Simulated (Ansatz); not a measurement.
## SnPbO3 in the cubic perovskite structure (space group Pm-3m, No. 221; a cell from a computed database, its experimental status unchecked)

```cif
data_O3PbSn
_chemical_formula_sum 'Sn1 Pb1 O3'
_space_group_name_H-M_alt 'P 1'
_space_group_IT_number 1
_cell_length_a 4.07240
_cell_length_b 4.07240
_cell_length_c 4.07240
_cell_angle_alpha 90.000
_cell_angle_beta 90.000
_cell_angle_gamma 90.000
loop_
_space_group_symop_operation_xyz
  'x, y, z'
loop_
_atom_site_label
_atom_site_type_symbol
_atom_site_fract_x
_atom_site_fract_y
_atom_site_fract_z
_atom_site_occupancy
Sn1 Sn 0.50000 0.50000 0.50000 1
Pb1 Pb 0.00000 0.00000 0.00000 1
O1 O 0.50000 0.50000 0.00000 1
O2 O 0.00000 0.50000 0.50000 1
O3 O 0.50000 0.00000 0.50000 1
```

The values are results of Ansatz (an electronic-structure program) PBEsol, no SOC, not measurements. Γ-centred 8×8×8 mesh, Fermi–Dirac width 0.05 eV.

| Item | Value |
|---|---|
| Volume per atom | 13.51 Å³ |
| Density | 9.19 g/cm³ |
| Band gap | 1.41 eV, indirect, M → Γ |
| Electron mass | 0.24 mₑ |
| Lowest conduction-band minima above the VBM | Γ 1.41 eV; X along ⟨100⟩ 2.72 eV |
| Total energy | -3877.325 eV/atom (σ→0; compares only within this code and set-up) |

With Pb present, leaving out spin-orbit coupling can change the band edges. Effective masses come from finite differences of ±0.01 Å⁻¹. No phonon test of stability was made. Many cubic perovskites are stable only at high temperature; tilts and polar distortions were not tested.
